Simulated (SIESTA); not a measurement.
Band structure of AlGa₃N₄ (P-43m, 8 atoms in the cell).

```
CELL_PARAMETERS angstrom
      4.47169     0.00000     0.00000
      0.00000     4.47169     0.00000
      0.00000     0.00000     4.47169
ATOMIC_POSITIONS crystal
  Al 0.00000 0.00000 0.00000
  Ga 0.50000 0.50000 0.00000
  Ga 0.00000 0.50000 0.50000
  Ga 0.50000 0.00000 0.50000
  N  0.75571 0.75571 0.24429
  N  0.75571 0.24429 0.75571
  N  0.24429 0.24429 0.24429
  N  0.24429 0.75571 0.75571
```

Method of the run: GGA PBEsol, numerical atomic orbitals DZP, PseudoDojo PBEsol standard norm-conserving potentials (rewritten from UPF to PSML) run with SIESTA 5.4.2.

Settings: XC.functional = GGA; XC.authors = PBEsol; potentials = PseudoDojo PBEsol standard; PAO.BasisSize = DZP; PAO.EnergyShift = 0.01 Ry; MeshCutoff = 300 Ry; kgrid.MonkhorstPack = 6 6 6; OccupationFunction = FD; ElectronicTemperature = 10 K; MaxSCFIterations = 150; SCF.Mixer.Method = Pulay; SCF.Mixer.Weight = 0.2; SCF.Mixer.History = 6; SCF.DM.Tolerance = 1.0E-04.

The starting cell comes from a database of computed structures (which also holds hypothetical and non-ambient phases and stackings), without a prior relaxation at this level. Values carry the incompleteness of an atom-centred basis.

Q: Predict the gap along the standard path and the places of the band edges.

A: The gap along the path is 2.42 eV, direct at Γ to within 0.01 eV.

Levels in eV from the top of the valence band on the path, bands 28 to 32:
```tsv
point	28	29	30	31	32
Γ	-2.55	0.00	0.00	0.00	2.42
X	-1.53	-1.53	-1.23	-1.23	4.95
M	-1.02	-0.96	-0.96	-0.62	6.69
R	-0.76	-0.70	-0.70	-0.70	4.93
```

Higher empty bands are left out: an atom-centred basis made for the valence describes them poorly.
